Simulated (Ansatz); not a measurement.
Terminations of the (0001) surface of hcp Mg, measured from the surface 'a pseudomorphic layer of Cu in the host's stacking'. Atoms come from or go to: Cu: fcc Cu, Fe: bcc Fe, ferromagnetic, Ge: germanium, Mg: hcp Mg, Mn: fcc-type Mn, layered antiferromagnet, Pd: fcc Pd, Pt: fcc Pt, Re: hcp Re, W: bcc W, Zn: hcp Zn, Zr: hcp Zr. ΔE is the energy of forming the row's surface from that one (negative: more stable at these reservoirs); the vacuum level's shift is aligned on the shared bottom. No zero-point or thermal terms. These are constructed structures in small cells; real faces may alloy, dewet or reconstruct in larger ones, and not all known structures of the face are among them. Slabs of about 15 Å with all that they carry, Fermi-Dirac smearing of 0.1 eV. Bottom of the slabs: a bare face, its two planes held. Relaxed from the named starts with such symmetry as they have, on meshes of like density; energies extrapolated to zero smearing; no spin-orbit coupling, no U. Spin-polarised runs, if any, are marked in brackets, and their order is one that fits the cell; the others ran without spin. A dash marks a value that is undefined for that row (no clear gap, or no work function of a gapped slab) or was not read reliably on its mesh.

All values below come from PBE (plane waves to 420 eV, PAW; Ansatz, an electronic-structure program).

| surface | atoms added per 1x1 | ΔE per 1x1 (eV) | shift of the vacuum level (eV) | work function (eV) |
|---|---|---|---|---|
| a layer of Ge in place of the second plane | -1 Cu, +1 Ge, -1 Mg | -0.69 | -0.37 | 3.80 |
| a layer of Fe in place of the second plane [spin, 2.6 μB a cell] | -1 Cu, +1 Fe, -1 Mg | 0.43 | -0.65 | 3.59 |
| a layer of Zn in place of the second plane | -1 Cu, -1 Mg, +1 Zn | -0.67 | -0.39 | 3.83 |
| a pseudomorphic layer of Mn in the host's stacking [spin, 4.2 μB a cell] | -1 Cu, +1 Mn | … | -0.39 | 3.80 |
| a pseudomorphic layer of Re in the host's stacking | -1 Cu, +1 Re | 2.38 | 1.10 | 5.31 |
| one row in 4 of the top plane missing | -1 Cu, -0.25 Mg | -0.58 | -0.58 | 3.61 |
| a layer of W in place of the second plane | -1 Cu, -1 Mg, +1 W | … | -0.28 | 3.99 |
| a layer of Zr in place of the second plane | -1 Cu, -1 Mg, +1 Zr | -0.39 | -0.33 | 3.94 |
| a pseudomorphic layer of Pt in the host's stacking | -1 Cu, +1 Pt | … | 0.75 | 4.93 |
| a layer of Pd in place of the second plane | -1 Cu, -1 Mg, +1 Pd | … | -0.62 | 3.59 |
| a layer of Pt in place of the second plane | -1 Cu, -1 Mg, +1 Pt | -1.75 | -0.51 | 3.71 |
| top plane shifted to the other hollow | -1 Cu | … | -0.49 | 3.68 |

Problem. What belongs in the gaps?

Solution. 
- a pseudomorphic layer of Mn in the host's stacking [spin, 4.2 μB a cell], ΔE per 1x1 (eV): 0.59
- a layer of W in place of the second plane, ΔE per 1x1 (eV): 1.26
- a pseudomorphic layer of Pt in the host's stacking, ΔE per 1x1 (eV): -0.81
- a layer of Pd in place of the second plane, ΔE per 1x1 (eV): -1.74
- top plane shifted to the other hollow, ΔE per 1x1 (eV): -0.70
